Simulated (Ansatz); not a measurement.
Stishovite (SiO2), treated with PBE0 (Ansatz, a program for electronic structure, PAW).

Run with plane-wave cutoff 460 eV, 6×6×8 k mesh (along the axes of the cell as run), Fermi–Dirac smearing 0.01 eV, scalar-relativistic PAW data made under PBE.

Computed at the level's own relaxed cell.

```
O2Si
1.0
    4.17985     0.00000     0.00000
    0.00000     4.17985     0.00000
    0.00000     0.00000     2.66189
Si O
2 4
Cartesian
  0.00000   0.00000   0.00000
  2.08992   2.08992   1.33095
  1.28002   1.28002   0.00000
  3.36995   0.80990   1.33095
  0.80990   3.36995   1.33095
  2.89983   2.89983   0.00000
```

Q: List the 20 lowest band energies at Γ above −25 eV (eV, relative to the valence band maximum), grouping those that round alike.

A: At Γ: -24.23, -20.43 (×2), -20.16, -11.41, -6.70 (×2), -6.67, -5.50, -5.17, -3.07 (×2), -2.41, -0.82 (×2), 0.00, 8.54, 9.55, 11.46 (×2).

Note: the run warned that its exchange threshold was loose for the stress.
